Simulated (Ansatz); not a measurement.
TaAs: pressure series

Start from TaAs (space group I4_1md, No. 109; a = 3.442 Å, c = 11.712 Å).

Cell and atoms are relaxed at each pressure.

Method: r2SCAN, PAW, 500 eV (Ansatz, a quantum-chemistry and plane-wave program; no spin-orbit coupling).

Notes on the quantities. enthalpy: H = E + PV relative to the base's energy.

| change | c/a ratio | enthalpy | lattice parameter a |
|---|---|---|---|
| base | 3.403 | – | 3.442 Å |
| pressure 0.9 GPa | 3.400 | +0.10 eV/atom | 3.437 Å |
| pressure 2.1 GPa | 3.396 | +0.23 eV/atom | 3.431 Å |
| pressure 4.5 GPa | 3.390 | +0.48 eV/atom | 3.420 Å |
| pressure 9 GPa | 3.377 | +0.95 eV/atom | 3.400 Å |
| pressure 15 GPa | 3.361 | +1.57 eV/atom | 3.377 Å |
| pressure 22.5 GPa | ? | +2.31 eV/atom | ? |

Question: Complete the table.

Answer: 
- pressure 22.5 GPa, c/a ratio: 3.342
- pressure 22.5 GPa, lattice parameter a: 3.351 Å

Load acts through the strain it causes; cell and atoms are relaxed under it. Stability against distortions was not tested. Competing high-pressure phases were not computed. The final runs are not spin-polarised.
